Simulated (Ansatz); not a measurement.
Consider the formation energy of NaF (rock salt, Fm-3m) from the elements. Reaction: Na (bcc) + 1/2 F2 (gas) → NaF (rock salt). A negative value means that the right-hand side lies lower. The value is per atom of the solid.

NaF (rock salt, Fm-3m), 2 atoms in the cell, k-point mesh 12×12×12 on the run's own vectors.
Space group Fm-3m (No. 225); a = 4.7000 Å, b = 4.7000 Å, c = 4.7000 Å, α = 90.00°, β = 90.00°, γ = 90.00°

```json
[
 {"atom": "Na", "site": "4a", "symmetry": "m-3m", "x": "0.0000", "y": "0.0000", "z": "0.0000"},
 {"atom": "F", "site": "4b", "symmetry": "m-3m", "x": "0.5000", "y": "0.5000", "z": "0.5000"}
]
```
(The calculation used a cell of 2 atoms; values per cell refer to that cell.)

Na (bcc, Im-3m), 1 atom in the cell, k-point mesh 20×20×20 on the run's own vectors. Conventional cell: a = 4.208 Å, b = 4.208 Å, c = 4.208 Å, α = 90.00°, β = 90.00°, γ = 90.00°.

An isolated F2 molecule (singlet) in a box of 11 × 11 × 13 Å.

All numbers come from Ansatz (a first-principles code), plane waves with PAW, its default PAW set, cutoff 420 eV, 500 eV for r2SCAN. The structures are at rest with PBE; other levels are single points on them, but for the rows marked own geometry. HSE06 runs on coarser k-point meshes, mended by the PBE difference between the two meshes. Some cells are metallic or hold partly filled levels, where a hybrid on a coarse mesh is less sure. Neutral cells; Fermi-Dirac smearing of at most 0.10 eV in the solids, energies taken to zero width. The lattices are those relaxed with PBE, so at other levels the solids can be strained, which adds to the spread. A dispersion term (D3(BJ), or D4 for r2SCAN) was computed beside these levels and is taken off wherever the name lacks it. Nuclei at rest; no vibrational terms.

Task: Give the value at the level HSE06+D3(BJ).

Result: -2.93 eV/atom, for Na (bcc) + 1/2 F2 (gas) → NaF (rock salt).

Task: What do the other levels give, and how wide is the spread?

Result: 
```
Method                 value (eV/atom)  less HSE06+D3(BJ)
---------------------  ---------------  -----------------
PBE+D3(BJ)                       -2.80               0.13
r2SCAN+D4                        -2.96              -0.03
HSE06                            -2.82               0.11
r2SCAN (own geometry)            -2.95              -0.02
```

The levels span 0.16 eV/atom, from r2SCAN+D4 (-2.96) to PBE+D3(BJ) (-2.80).
